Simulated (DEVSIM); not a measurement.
Device: abrupt Ge n-p junction, at 250 K.

```
layer (left to right)  material  thickness (μm)  Nd (cm⁻³)  Na (cm⁻³)  τn (s)  τp (s)
---------------------  --------  --------------  ---------  ---------  ------  ------
1                            Ge           0.140     1.9e17          -  3.2e-5  3.2e-5
2                            Ge            49.0          -     3.9e14  3.2e-5  3.2e-5
```

Left contact: ohmic. Right contact: ohmic. Voltage is applied to the left contact. Recombination: SRH at mid-gap, Auger. Mobility is constant in doping.

Constants are typed, rounded textbook-type inputs, not results; the design itself was drawn at random and stands for no fabricated device. Values at 300 K; Nc and Nv go as T^1.5, mobilities as T to minus their exponent, the gap by Varshni's rule with the affinity fixed.

| parameter | Ge |
|---|---|
| gap (eV) | 0.664 |
| affinity (eV) | 4 |
| permittivity | 16 |
| Nc (cm⁻³) | 1.04e19 |
| Nv (cm⁻³) | 6e18 |
| μn (cm²/Vs) | 3900 |
| μp (cm²/Vs) | 1900 |
| T exponent of μn | 1.66 |
| T exponent of μp | 2.33 |
| Cn (cm⁶/s) | 1e-31 |
| Cp (cm⁶/s) | 1e-31 |
| Varshni α (eV/K) | 0.000477 |
| Varshni β (K) | 235 |

Simulated with DEVSIM: 1D drift-diffusion, Boltzmann statistics, complete ionisation; no tunnelling, impact ionisation, image-force lowering or self-heating.

The thickness of layer 1 was swept, all else fixed.

| thickness of layer 1 (μm) | dark forward voltage at 100 A/cm² (V) | dark forward voltage at 1 A/cm² (V) |
|---|---|---|
| 0.028 | 0.662 | 0.249 |
| 0.049 | 0.621 | 0.254 |
| 0.084 | 0.585 | 0.258 |
| 0.14 | 0.556 | 0.261 |
| 0.24 | 0.531 | 0.263 |
| 0.42 | 0.507 | 0.264 |
| 0.7 | 0.489 | 0.265 |

From the first row to the last the dark forward voltage at 100 A/cm² goes from 0.662 to 0.489. From the first row to the last the dark forward voltage at 1 A/cm² goes from 0.249 to 0.265.
